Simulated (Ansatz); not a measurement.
Reference: Hf₃N₄ (Fd-3m), PBEsol, rigid bands (plane waves, PAW, scalar-relativistic; Ansatz, a program for electronic structure); geometry: cell and atoms relaxed with PBEsol.

```cif
data_Hf24N32
_chemical_formula_sum 'Hf24 N32'
_space_group_name_H-M_alt 'Fd-3m :1'
_space_group_IT_number 227
_space_group_name_Hall 'F 4d 2 3 -1d'
_cell_length_a 9.00425
_cell_length_b 9.00425
_cell_length_c 9.00425
_cell_angle_alpha 90.000
_cell_angle_beta 90.000
_cell_angle_gamma 90.000
loop_
_atom_site_label
_atom_site_type_symbol
_atom_site_symmetry_multiplicity
_atom_site_Wyckoff_symbol
_atom_site_fract_x
_atom_site_fract_y
_atom_site_fract_z
_atom_site_occupancy
Hf1 Hf 16 c 0.12500 0.12500 0.12500 1
Hf2 Hf 8 b 0.50000 0.50000 0.50000 1
N1 N 32 e 0.36726 0.36726 0.36726 1
```
(The calculation used a cell of 14 atoms; values per cell refer to that cell.)

| Property | Value |
|---|---|
| band gap | 0.78 eV |
| electron conductivity mass | 0.29 mₑ |
| hole conductivity mass | 0.69 mₑ |
| Seebeck coefficient, n-type 1e19 cm⁻³ | -214 μV/K |

Question: Swap Hf for Zr, keeping the structure type. How do these values move?

Answer: Zr₃N₄ (Fd-3m): volume per atom 13.0 to 13.4 Å³; band gap falls (0.78 eV to 0.50 eV); electron conductivity mass stays about the same (0.29 mₑ to 0.29 mₑ); hole conductivity mass stays about the same (0.69 mₑ to 0.69 mₑ); Seebeck coefficient, n-type 1e19 cm⁻³ stays about the same (-214 μV/K to -215 μV/K).

Moves up to 5 % count as about the same. Masses are for dilute carriers at 300 K, harmonic means over directions unless an axis is named. Seebeck coefficients are for the stated density at 300 K, with one relaxation time for all states and whether or not that doping can be reached. Spin-orbit coupling is left out.

Computed structure with no diffraction record at hand here (it may be known, metastable or hypothetical): Hf3N4 (Fd-3m), Zr3N4 (Fd-3m). The missing spin-orbit coupling matters most for Hf3N4 (Fd-3m).
